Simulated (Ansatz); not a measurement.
Results of PBEsol (Ansatz, a quantum-chemistry and plane-wave program, PAW) for Ge (I4₁/amd, No. 141, 2 atoms in the cell; start mp-78; high-pressure phase).

Run with plane-wave cutoff 520 eV, 22×22×22 k mesh, Fermi–Dirac smearing 0.05 eV, scalar-relativistic PAW data made under PBE.

Cell (relaxed at this level):

```xyz
2
Lattice="-2.5590 2.5590 1.4008 2.5590 -2.5590 1.4008 2.5590 2.5590 -1.4008" Properties=species:S:1:pos:R:3 pbc="T T T"
Ge     2.5590     0.0000     0.7004
Ge     0.0000     0.0000     1.4008
```

Question: Estimate the bulk modulus that the calculation returns.

Answer: 
- bulk modulus: 79.0 GPa

The run finds no gap.

Note: the bulk modulus is −V dP/dV from two relaxed cells at ±2 % in volume; the relaxation could not lower the start's symmetry, so the cell can be a saddle point above a distorted one.

Static lattice: no zero-point or thermal effects.

A start named mp-… is a Materials Project structure, which need not be a measured phase.
